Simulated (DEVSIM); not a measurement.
Device: Si p+/n-/n+ power diode, at 300 K.

Layer 1 from the left is Si, thickness (μm) 4.40, Na (cm⁻³) 1.3e18, τn (s) 2.9e-5, τp (s) 0.00098. Layer 2 from the left is Si, thickness (μm) 10.0, Nd (cm⁻³) 1.2e16, τn (s) 0.00098, τp (s) 0.00098. Layer 3 from the left is Si, thickness (μm) 3.30, Nd (cm⁻³) 2.6e18, τn (s) 0.00098, τp (s) 0.00098.

Left contact: ohmic. Right contact: ohmic. Voltage is applied to the left contact. Recombination: SRH at mid-gap. Gap narrowing is on: ΔEg = 6.92 meV × (l + √(l² + 0.5)), l = ln(N/1.3e17 cm⁻³), shared equally by both band edges. Mobility is μmin + (μ − μmin)/(1 + (N/Nref)^α).

This is a model device: material constants are rounded textbook-type values typed into the input, and sizes, dopings and lifetimes were drawn at random. Values at 300 K.

Si: gap (eV) 1.124, affinity (eV) 4.05, permittivity 11.7, Nc (cm⁻³) 2.86e19, Nv (cm⁻³) 3.1e19, μn (cm²/Vs) 1417, μp (cm²/Vs) 470, μn,min 52, μp,min 45, Nref,n 9.7e16, Nref,p 2.2e17, αn 0.68, αp 0.72.

DEVSIM, 1D drift-diffusion, Boltzmann statistics, complete ionisation; no tunnelling, impact ionisation, image-force lowering or self-heating.

Q: What does the simulation give for the dark forward voltage at 1 A/cm², the potential step across the device at zero bias, the dark forward voltage at 100 A/cm²?

A: dark forward voltage at 1 A/cm² 0.713 V; potential step across the device at zero bias 0.943 V; dark forward voltage at 100 A/cm² 0.837 V.
